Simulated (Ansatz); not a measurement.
The reference is SiO₂ in the rutile structure (space group P4_2/mnm, No. 136; a = 4.2362 Å, c = 2.6905 Å).

(Cell as relaxed with PBE.)

Levels (all Ansatz, a quantum-chemistry and plane-wave program, PAW): PBE (420 eV, no spin-orbit coupling); r2SCAN (500 eV, spin-orbit coupling left out).

Each level relaxes its own structure.

```json
[
 {"base": "volume per atom", "PBE": "8.05 Å³", "r2SCAN": "7.79 Å³"},
 {"base": "lattice parameter a", "PBE": "4.236 Å", "r2SCAN": "4.185 Å"},
 {"base": "band gap", "PBE": "5.04 eV", "r2SCAN": "6.51 eV"}
]
```

Now apply this change: cell and atoms relaxed at a pressure of 0.9 GPa.

```json
[
 {"quantity": "lattice parameter a", "PBE": "4.230 Å", "r2SCAN": "4.180 Å"},
 {"quantity": "c/a ratio", "PBE": "0.636", "r2SCAN": "0.638"},
 {"quantity": "electron mass", "PBE": "0.37 mₑ along c, 0.46 mₑ across (at Γ)", "r2SCAN": "0.38 mₑ along c, 0.48 mₑ across (at Γ)"},
 {"quantity": "shift of the gap caused by the change", "PBE": "+0.05 eV", "r2SCAN": "+0.05 eV"},
 {"quantity": "band gap", "PBE": "5.09 eV", "r2SCAN": "6.56 eV"}
]
```

PBE's lattice parameter a lies 0.050 Å above r2SCAN's (1.2 %); PBE's c/a ratio lies 0.002 below r2SCAN's; PBE's band gap lies 1.47 eV below r2SCAN's; the two agree on the shift of the gap caused by the change. Neither level is exact; r2SCAN is the comparison here, not a measurement.

Load acts through the strain it causes; cell and atoms are relaxed under it. Effective masses come from finite differences of ±0.01 Å⁻¹. Stability against distortions was not tested.
